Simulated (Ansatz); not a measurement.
**ZrN under a change: isotropic strain +5.96 %**

Start from ZrN in the rock salt structure (space group Fm-3m, No. 225; a = 4.552 Å).

Modification: every lattice vector is stretched by 5.96 %; the atoms relax in the strained cell.

Method: Ansatz (a first-principles code), PBEsol, PAW, cutoff 420 eV, no spin-orbit coupling. k-mesh 18×18×18 (Γ-centred); smearing 0.05 eV (Fermi–Dirac).

| quantity | base | changed | shift |
|---|---|---|---|
| space group | Fm-3m (No. 225) | Fm-3m (No. 225) | – |
| shortest interatomic distance | 2.276 Å | 2.412 Å | +0.136 Å |
| energy relative to the base (free energy F) | 0 meV/atom | +0.261 eV/atom | +0.261 eV/atom |
| pressure | 0.0 GPa | -32.0 GPa | -32.0 GPa |
| band gap | zero | zero | – |

Final structure:

```
CELL_PARAMETERS angstrom
      0.00000     2.41180     2.41180
      2.41180     0.00000     2.41180
      2.41180     2.41180     0.00000
ATOMIC_POSITIONS crystal
  N  0.00000 0.00000 0.00000
  Zr 0.50000 0.50000 0.50000
```

No phonon test of stability was made. All final runs are without spin polarisation. An odd electron count without spin: ZrN.
